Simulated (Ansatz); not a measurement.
Consider interstitial O in fcc Al, neutral cell. The step: one O atom jumps by itself; the atom moves 2.02 Å along (0.00, 0.00, -0.50) of the unit cell; the moving atom starts with neighbours 4 Al at 1.89 Å and ends with 4 Al at 1.89 Å. DFT values are from Ansatz (plane-wave PAW, 420 eV unless said) in a cell of 32 host sites, spin-restricted, static, with no finite-size correction. Sites that were not tried may lie lower. For the PBE band: the saddle point's order was not checked, and it lies on a symmetry element of the cell, where a band can be held.

| Level | Forward barrier (eV) | Cost of the band or of the saddle's single point |
|---|---|---|
| CHGNet universal potential (has no charge state), its own band | 0.24 | - |
| PBE, a 3×3×3 k-point mesh shifted by half a step, band relaxed | 1.00 | around 40 core-minutes (rough) |
| PBE, a 5×5×5 k-point mesh shifted by half a step, same geometries | 0.98 | roughly 2.8 core-minutes |
| r2SCAN at 500 eV, a 3×3×3 k-point mesh shifted by half a step, same geometries | ? | roughly 80 core-seconds |

**Question.** Complete the blanks.

**Answer.** 
- r2SCAN at 500 eV, a 3×3×3 k-point mesh shifted by half a step, same geometries, Forward barrier (eV): 1.18

Ansatz is a program for electronic structure.
